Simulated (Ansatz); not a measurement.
V2O5 (C2/c, No. 15, 14 atoms in the cell; start mp-542844) was calculated with PBEsol (Ansatz, an electronic-structure program, PAW).

Numerical settings: plane-wave cutoff 500 eV, 10×10×8 k mesh (along the axes of the cell as run), gaussian smearing 0.02 eV, no spin polarisation, scalar-relativistic PAW data made under PBE.

Cell (relaxed at this level):

```
CELL_PARAMETERS angstrom
      5.92682    -2.31975    -0.00210
      5.92682     2.31975    -0.00210
     -1.25314     0.00000     5.15413
ATOMIC_POSITIONS crystal
  V  0.61964 0.09727 0.75673
  V  0.38036 0.90273 0.24327
  V  0.90273 0.38036 0.74327
  V  0.09727 0.61964 0.25673
  O  0.33125 0.44820 0.51627
  O  0.66875 0.55180 0.48373
  O  0.55180 0.66875 0.98373
  O  0.44820 0.33125 0.01627
  O  0.13554 0.27261 0.13189
  O  0.86446 0.72739 0.86811
  O  0.72739 0.86446 0.36811
  O  0.27261 0.13554 0.63189
  O  0.88482 0.11518 0.75000
  O  0.11518 0.88482 0.25000
```

Problem. Estimate the band gap that the calculation returns.

Solution. 
- band gap = 1.32 eV (on the SCF k mesh)

Note: the relaxation could not lower the start's symmetry, so the cell can be a saddle point above a distorted one.

The computed numbers hold no vibrational or temperature effects.

Cost on a shared machine: about 40 core-minutes (a rough figure).

A start named mp-… is a Materials Project structure, which need not be a measured phase.
